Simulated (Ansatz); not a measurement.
# Effect of uniaxial strain ε_xx = −3.00 % on Be

Start from Be in the hcp (Mg type) structure (space group P6_3/mmc, No. 194; a = 2.2552 Å, c = 3.5580 Å; relaxed with 0.1 eV smearing). Axes: x lies along a and z along c of the hexagonal cell.

One thing is altered: uniaxial strain ε_xx = −3.00 %, all other strain components held at zero; the atoms relax in the strained cell.

The values are results of Ansatz (a first-principles code), PBEsol, PAW, cutoff 420 eV, no spin-orbit coupling, not measurements. Settings: 29×29×16 k-points, 0.1 eV Fermi–Dirac smearing.

The volume per atom falls by 0.24 Å³ to 7.60 Å³ and the space group becomes Cmcm (No. 63) (base: P6_3/mmc (No. 194)). The shortest interatomic distance decreases by 0.0171 Å, from 2.205 Å to 2.187 Å and the energy grows by 7.8 meV/atom. The pressure (mean of the normal stresses, compression positive) goes from zero to 3.9 GPa and the band gap stays zero. The stress (xx, yy, zz, yz, xz, xy; compression positive) is (11.1, 0.6, 0.0, 0.0, 0.0, 0.0) GPa.

Final structure:

```
CELL_PARAMETERS angstrom
      2.18750     0.00000     0.00000
     -1.09375     1.95302     0.00000
      0.00000     0.00000     3.55800
ATOMIC_POSITIONS crystal
  Be 0.66431 0.32863 0.75000
  Be 0.33569 0.67137 0.25000
```

Cost of the whole job for the changed cell (relaxation, final SCF and bands): roughly 27 core-seconds.

No phonon test of stability was made.
